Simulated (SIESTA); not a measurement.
Band structure of NaHg3 (Pm-3m, 4 atoms in the cell).

```
NaHg3
1.0
    4.64063     0.00000     0.00000
    0.00000     4.64063     0.00000
    0.00000     0.00000     4.64063
Na Hg
1 3
Cartesian
  0.00000   0.00000   0.00000
  0.00000   2.32031   2.32031
  2.32031   0.00000   2.32031
  2.32031   2.32031   0.00000
```

Method of the run: LDA PW92, numerical atomic orbitals TZP, PseudoDojo LDA standard norm-conserving potentials (rewritten from UPF to PSML) (SIESTA).

Settings: XC.functional = LDA; XC.authors = PW92; potentials = PseudoDojo LDA standard; PAO.BasisSize = TZP; PAO.EnergyShift = 0.005 Ry; MeshCutoff = 400 Ry; kgrid.MonkhorstPack = 10 10 10; OccupationFunction = MP; OccupationMPOrder = 0; ElectronicTemperature = 0.2 eV; MaxSCFIterations = 150; SCF.Mixer.Method = Broyden; SCF.Mixer.Weight = 0.25; SCF.Mixer.History = 6.

The starting cell comes from a database of computed structures (which also holds hypothetical and non-ambient phases and stackings), without a prior relaxation at this level. Spin-orbit coupling is off. Values carry the incompleteness of an atom-centred basis.

Levels in eV from the Fermi level, bands 31 to 36:
```
point     31     32     33     34     35     36
-----  -----  -----  -----  -----  -----  -----
Γ      -6.30  -6.30   0.16   0.16   0.24   0.24
X      -6.30  -6.20  -5.47   0.26   2.36   2.36
M      -6.85  -4.59  -3.74  -3.74  -1.58   4.30
R      -6.44  -2.26  -2.26  -2.26  -1.64  -0.98
```

Bands cross the Fermi level along this path, so the cell is metallic at this level.

Higher empty bands are left out: an atom-centred basis made for the valence describes them poorly.
